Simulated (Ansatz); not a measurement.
# SnTe under a change: biaxial strain +2.50 %, plane normal [001], relaxed out of plane

Take SnTe in the rock salt structure (space group Fm-3m, No. 225; a = 6.235 Å) as the base. Axes: x, y, z lie along the cube axes.

Modification: tensile biaxial strain of 2.50 % in the plane normal to [001], as in epitaxy on a mismatched substrate; the out-of-plane cell vector and the atoms relax.

All numbers come from Ansatz (a quantum-chemistry and plane-wave program), LDA, PAW, cutoff 420 eV, without spin-orbit coupling. Settings: 9×9×9 k-points, 0.05 eV Fermi–Dirac smearing.

* **Space group**: I4/mmm (No. 139) (base Fm-3m (No. 225))
* **Shortest interatomic distance**: 3.115 Å (base 3.117 Å)
* **Energy relative to the base (free energy F)**: +16 meV/atom
* **Pressure (mean of the normal stresses, compression positive)**: -2.11 GPa (base 0.00 GPa)
* **Band gap**: 0.09 eV (uncertain: the edges found look like a band crossing or inverted bands; both cells) (base 0.16 eV)
* **Out-of-plane strain**: -0.09 %
* **Ratio −ε⊥/ε∥**: 0.04
* **Mean in-plane stress (compression positive)**: -3.2 GPa

Spin-orbit coupling, missing from the scalar runs, can matter with Te. Whether these cells are dynamically stable was not tested. A zero or small gap of SnTe can be the functional's error rather than a property of the material.
